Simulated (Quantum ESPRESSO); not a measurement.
Quantum ESPRESSO 7.5, DFT, PBE, plane waves, SSSP 1.1.2 efficiency PBE: bcc Fe, atoms displaced, 2 atoms, spin-polarised from a ferromagnetic start (nspin = 2, starting_magnetization 0.3 on Fe). Basis and mesh were picked for this test and aren't claimed converged.

```json
{
  "cell": "2.87, 2.87, 2.87 Å; 90, 90, 90°",
  "distance_to_the_nearest_atom": "2.45 to 2.45 Å",
  "task": "scf",
  "k mesh": "6×6×6",
  "ecutwfc": "45 Ry",
  "ecutrho": "360 Ry",
  "occupations": "smearing",
  "smearing": "mv",
  "degauss": "0.02 Ry",
  "tprnfor": "true",
  "tstress": "false",
  "k-point pools (-nk)": "24",
  "diagonalization": "david (default)",
  "mixing_mode": "plain (default)",
  "mixing_beta": "0.7 (default)",
  "mixing_ndim": "8 (default)",
  "k-points computed (for each spin)": "112",
  "bands": "20",
  "electrons": "32",
  "G-vectors of the density": "18325",
  "FFT grid": "36×36×36"
}
```

Machine: one whole node, AMD EPYC (Zen 5), 96 cores on 1 socket, no SMT, 12 L3 cache groups; 94 cores' worth of CPU time may be used.

Times are wall-clock medians of two to five runs, from launch to exit, with nothing else on the machine. Unless noted, each process is bound to its own block of adjacent cores. The build: conda-forge: Open MPI 5.0, OpenMP, OpenBLAS 0.3.34 (pthreads), FFTW, ScaLAPACK, ELPA; another build can shift the numbers. Scratch files lie in a memory file system.

All on 24 ranks. The settings tried, from loose to tight:
- conv_thr = 2e-05 Ry
- conv_thr = 2e-06 Ry
- conv_thr = 2e-07 Ry
- conv_thr = 2e-08 Ry
- conv_thr = 2e-09 Ry
- conv_thr = 2e-11 Ry
- conv_thr = 2e-13 Ry

The tightest serves as the yardstick; it is not itself proven converged.

Question: Which is the loosest of these settings from which on the result stays within 1.0 meV/atom in energy, 10 meV/Å in forces (largest component), 0.020 μB/atom in absolute magnetization of the tightest, and what does it save?

Answer: conv_thr = 2e-05 Ry, the loosest tried: 2.8 s against 4.4 s.

```json
[
 {"setting": "conv_thr = 2e-05 Ry", "wall time": "2.8 s", "difference in energy": "0.029 meV/atom", "difference in forces (largest component)": "1.7 meV/Å", "difference in absolute magnetization": "0.0050 μB/atom"},
 {"setting": "conv_thr = 2e-06 Ry", "wall time": "3.0 s", "difference in energy": "0.0018 meV/atom", "difference in forces (largest component)": "1.1 meV/Å", "difference in absolute magnetization": "equal as printed"},
 {"setting": "conv_thr = 2e-07 Ry", "wall time": "3.0 s", "difference in energy": "0.0018 meV/atom", "difference in forces (largest component)": "1.1 meV/Å", "difference in absolute magnetization": "equal as printed"},
 {"setting": "conv_thr = 2e-08 Ry", "wall time": "3.4 s", "difference in energy": "under 0.001 meV/atom", "difference in forces (largest component)": "0.032 meV/Å", "difference in absolute magnetization": "equal as printed"},
 {"setting": "conv_thr = 2e-09 Ry", "wall time": "3.6 s", "difference in energy": "under 0.001 meV/atom", "difference in forces (largest component)": "0.020 meV/Å", "difference in absolute magnetization": "equal as printed"},
 {"setting": "conv_thr = 2e-11 Ry", "wall time": "4.1 s", "difference in energy": "equal as printed", "difference in forces (largest component)": "0.0010 meV/Å", "difference in absolute magnetization": "equal as printed"},
 {"setting": "conv_thr = 2e-13 Ry", "wall time": "4.4 s", "difference in energy": "—", "difference in forces (largest component)": "—", "difference in absolute magnetization": "—"}
]
```
